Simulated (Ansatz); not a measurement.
Worked calculations on one periodic cell of amorphous Ti20O42Zr: Ti20O42Zr, 63 atoms, volume 775.1 Å³, made by a melt-quench on the CHGNet potential and relaxed with DFT. O atoms were pushed apart under 1.9 Å during the dynamics, to hinder bonds among them. It is a model cell: composition and starting density were chosen by hand, and all elements were melted together. Cycles of charging were run to anneal it. These are PBE, scalar-relativistic without spin-orbit coupling (plane waves to 420 eV, PAW; Ansatz, an electronic-structure program) values and carry that method's errors. Sampling: a 2×2×2 Γ-centred mesh; Fermi-Dirac width 0.02 eV; no spin polarisation. Its volume was held where the quench left it, its shape was free, and it stands at a mean pressure of 1.7 GPa with stress components up to 1.8 GPa; the relaxation ran on the zone centre alone. Its density went from a set 3.69 to 3.69 g/cm³. The cell is small and was quenched far faster than a real film, so it is one sample of the glass.

**Question.** Count formal charges (Ti +4, O -2, Zr +4). What does the count lead one to expect at the Fermi level, and what does the calculation give?

**Answer.** 20 × (+4) + 42 × (-2) + 1 × (+4) = 0. The charges balance, so the anion-derived valence states can be full and a gap can open. On this mesh the highest filled and lowest empty level lie 2.71 eV apart, the PBE gap of this cell, with a localised state at one edge or both.

Four energies for an added electron at PBE on the zone centre alone (charged cells in a uniform background, spin-polarised): neutral at the neutral geometry -78090.592 eV; charged at the neutral geometry -78081.267 eV; charged and relaxed -78081.322 eV; neutral at the charged geometry -78090.526 eV.

**Question.** Find the two relaxation energies and their sum, the reorganisation energy.

**Answer.** On charging: -78081.267 − (-78081.322) = 0.055 eV. On discharging: -78090.526 − (-78090.592) = 0.066 eV. The sum is 0.121 eV. The carrier's level spreads over 17 of the 63 atoms' worth, more than a fifth of the atoms or a third of the atoms of its main element (six at least), and the sum is small, so it counts as a band carrier, whose relaxation energy shrinks as the cell grows. PBE's self-interaction favours spread-out carriers, so a hybrid can localise more.

Four energies for a hole at PBE on the zone centre alone (charged cells in a uniform background, spin-polarised): neutral at the neutral geometry -78090.592 eV; charged at the neutral geometry -78097.088 eV; charged and relaxed -78097.308 eV; neutral at the charged geometry -78089.928 eV.

**Question.** Find the two relaxation energies and their sum, the reorganisation energy.

**Answer.** On charging: -78097.088 − (-78097.308) = 0.220 eV. On discharging: -78089.928 − (-78090.592) = 0.664 eV. The sum is 0.884 eV. The carrier's level spreads over 4 of the 63 atoms' worth, so it counts as localised, most on one O atom with neighbours Ti 1.76 Å, Ti 1.86 Å (neutral geometry). The values are uncorrected: the image energy of a point charge in this cell, 2.84 × 14.40 / (2 × 9.2) = 2.2 eV before screening, is screened by electrons alone at the fixed geometry and by ions too after relaxing, and the carrier can be spread before it relaxes, so each term can be off by up to that value times 1/ε∞, some tenths of an eV. PBE's self-interaction favours spread-out carriers, so a hybrid can localise more.
